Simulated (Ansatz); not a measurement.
NbIr (P4/mmm, No. 123, 2 atoms in the cell; start mp-1359), treated with LDA in Ansatz (plane waves, PAW).

Numerical settings: plane-wave cutoff 520 eV, 20×20×14 k mesh (along the axes of the cell as run), Fermi–Dirac smearing 0.05 eV, no spin polarisation, scalar-relativistic PAW data made under PBE.

Cell (relaxed at this level):

```cif
data_IrNb
_chemical_formula_sum 'Nb1 Ir1'
_space_group_name_H-M_alt 'P4/mmm'
_space_group_IT_number 123
_space_group_name_Hall '-P 4 2'
_cell_length_a 2.82208
_cell_length_b 2.82208
_cell_length_c 3.83976
_cell_angle_alpha 90.000
_cell_angle_beta 90.000
_cell_angle_gamma 90.000
loop_
_atom_site_label
_atom_site_type_symbol
_atom_site_symmetry_multiplicity
_atom_site_Wyckoff_symbol
_atom_site_fract_x
_atom_site_fract_y
_atom_site_fract_z
_atom_site_occupancy
Nb1 Nb 1 d 0.50000 0.50000 0.50000 1
Ir1 Ir 1 a 0.00000 0.00000 0.00000 1
```

Task: Estimate the bulk modulus that the calculation returns.

Result: 
- bulk modulus = 294 GPa

Note: the run has no spin polarisation, so it can have missed a magnetic state; the bulk modulus is −V dP/dV from two relaxed cells at ±2 % in volume; the relaxation could not lower the start's symmetry, so the cell can be a saddle point above a distorted one.

Spin–orbit coupling is not included.

Cost on a shared machine: very roughly 2.2 core-minutes.

A start named mp-… is a Materials Project structure, which need not be a measured phase.

Ansatz is a quantum-chemistry and plane-wave program.
